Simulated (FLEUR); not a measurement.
# Equation of state of rock-salt CaS (space group 225): energy against volume (FLEUR, PBE)

```
CELL_PARAMETERS angstrom
      0.00000     2.79441     2.79441
      2.79441     0.00000     2.79441
      2.79441     2.79441     0.00000
ATOMIC_POSITIONS crystal
  Ca 0.00000 0.00000 0.00000
  S  0.50000 0.50000 0.50000
```

Method: FLEUR with PBE, all-electron FLAPW (FLEUR), scalar-relativistic valence. Settings: Kmax = 4.67 1/bohr; GmaxXC = 18.7 1/bohr; xcFunctional = pbe; jspins = 1; l_soc = F; mode = hist; fermiSmearingEnergy = 0.00036749 Htr; mesh (inpgen div1-3) = 10 10 10; inpgen gamma flag = true; Gmax = 18.7 1/bohr; numbands = 0; maxIterBroyd = 99; imix = Anderson; alpha = 0.05; precondParam = 0; minDistance = 1e-05 me/bohr^3. The cell above is the first row's. The rows scale it uniformly. In all rows fractional positions and the k mesh are held. E is the free energy at the stated smearing, counted from the lowest row.

```csv
V (Å^3/atom),E (meV/atom)
21.821,?
22.295,9.13
22.770,2.63
23.244,0.00
23.718,0.86
24.193,4.87
24.667,11.72
25.141,21.13
25.616,32.85
```

Taking the third-order Birch-Murnaghan form, a cubic in V^(-2/3) for E over the 8 complete rows: With u = V^(-2/3) - 0.120, the rows have u = 0.006239, 0.004478, 0.002780, 0.001138, -0.000453, -0.001989, -0.003477, -0.004922. Least squares gives E = 3.415 - 2947.8·u + 617653·u² + 275381·u³. Residuals (row less fit): -0.003, 0.005, 0.000, -0.001, -0.007, 0.000, 0.010, -0.005; standard error 0.007 (degrees of freedom: 4). Its minimum lies at u = 0.002382, so V0 = (0.122382)^(-3/2) = 23.36. There d²E/du² = 1239000 and d³E/du³ = 1652000, so B0 = (4/9) × 23.36^(-7/3) × 1239000 × 0.160218 = 56.6 GPa (the last factor turns the table's units into GPa), and B0' = 4 + (2/3) × 0.122382 × (1652000)/1239000 = 4.1.

Q: Estimate the missing E (V = 21.821); what did the run itself give?

A: u = 0.008061, so E = 3.415 - 2947.8 × 0.008061 + 617653 × 0.008061² + 275381 × 0.008061³ = 19.932 meV/atom. The calculation gives 19.93 meV/atom, which the fit meets to the printed digits. The row lies outside the fitted rows, so this is an extrapolation. From the scatter of the fitted rows alone, a prediction at this place has a standard error of 0.021 meV/atom, so the miss is 0.1 times that.

Carrying the step between the two nearest rows on in a straight line would have given 15.62, off by 4.31; series whose last step already gives the withheld value aren't shown. The scan was laid around a cell of about the measured size, scaled by a guess for this functional. The runs keep the symmetry of the cell, so they don't test it for distortions. Values depend on the basis (sphere radii, cutoffs, local orbitals), which need not be converged. Cutoffs and mesh are single choices, not tested for convergence of this quantity. Series with a scatter that would blur these digits, or in which a gap closes, are not shown. Nor are scans whose minimum lies at an end fitted in this form.
